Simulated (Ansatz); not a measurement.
The reference is ZnS in the zinc blende structure (space group F-43m, No. 216; a = 5.389 Å). Axes: x, y, z lie along the cube axes.

One thing is altered: uniaxial strain ε_xx = −0.38 %, all other strain components held at zero, atoms relaxed at fixed cell.

Levels (all Ansatz, an electronic-structure program, PAW): r2SCAN (500 eV, no spin-orbit coupling); HSE06+SOC (420 eV, spin-orbit coupling included).

The geometry is relaxed with r2SCAN.

```
Property                                     Result
----------------------------  ---------------------
r2SCAN band gap                             2.71 eV
r2SCAN valence-band top at Γ  0.00, -0.01, -0.01 eV
```

### Question
Predict the band gap and valence-band top at Γ from HSE06+SOC.

### Answer
The band gap goes up by 0.65 eV, from 2.71 eV to 3.36 eV; the valence-band top at Γ (three highest Kramers pairs, from the VBM) changes from 0.00, -0.01, -0.01 eV to 0.00, -0.01, -0.08 eV.

Single points use the geometry relaxed with r2SCAN. Differences between runs with and without spin-orbit coupling are approximate. Whether these cells are dynamically stable was not tested.
